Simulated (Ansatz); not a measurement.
Spacing of the highest filled and lowest empty level at the zone centre in eight small model glasses of hand-chosen composition and density, fast-quenched (anions pushed apart in CHGNet runs), each at its PBE geometry, by PBE and by r2SCAN (Ansatz, a first-principles code, plane waves, PAW). The cells are the first eight to finish that balance their formal charges, show no moments and no lower geometry on charging where those were tested, and have a gap at both levels; defect levels can set the spacings.

```
cell             quench by  pressure (GPa)             levels at the gap  PBE (eV)  experiment, tabulated (eV)
---------------  ---------  --------------  ----------------------------  --------  --------------------------
Si24O51In2          CHGNet             0.0  localised at the filled edge      3.76                           -
In9Ga9Zn9O41Ta2     CHGNet             0.8  localised at the filled edge      1.16                           -
Zr20O41Be           CHGNet            -1.2  localised at the filled edge      3.52                           -
Ga24O39Y2           CHGNet             0.6  localised at the filled edge      1.64                           -
Hf18O37Ba           CHGNet             3.8  localised at the filled edge      4.20                           -
Si24O51Y2           CHGNet             0.0  localised at the filled edge      4.25                           -
Ga24O39Mo           CHGNet             0.2  localised at the filled edge      1.59                           -
In9Ga9Zn9O39Sc2     CHGNet             2.7  localised at the filled edge      1.03                           -
```

Q: What does r2SCAN give, and how does it move these values against PBE?

A: Si24O51In2 4.31, In9Ga9Zn9O41Ta2 1.67, Zr20O41Be 3.97, Ga24O39Y2 2.16, Hf18O37Ba 4.66, Si24O51Y2 4.85, Ga24O39Mo 2.14, In9Ga9Zn9O39Sc2 1.47 eV. It raises them by +0.44 to +0.60 eV, +0.51 eV on average. A straight line through the eight gives r2SCAN = 1.01 × PBE +0.48 eV, with a scatter of 0.05 eV.
